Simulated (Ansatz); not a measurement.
Base system: LaTaO4 (space group Cmc2_1, No. 36; a = 3.9409 Å, b = 14.6625 Å, c = 5.6026 Å).

Calculations: Ansatz (a first-principles code), PBEsol, PAW, cutoff 420 eV, spin-orbit coupling left out.

For the base:

Band gap: 3.38 eV
Volume per atom: 13.49 Å³

Now apply this change: cell and atoms relaxed at a pressure of 1.5 GPa.

Problem. Predict the new band gap and volume per atom.

Solution. The band gap shrinks by 0.04 eV (3.38 eV → 3.34 eV); the volume per atom shrinks by 0.16 Å³, from 13.49 Å³ to 13.33 Å³.

With Ta present, leaving out spin-orbit coupling can change the band edges. Load acts through the strain it causes; cell and atoms are relaxed under it. No phonon test of stability was made.
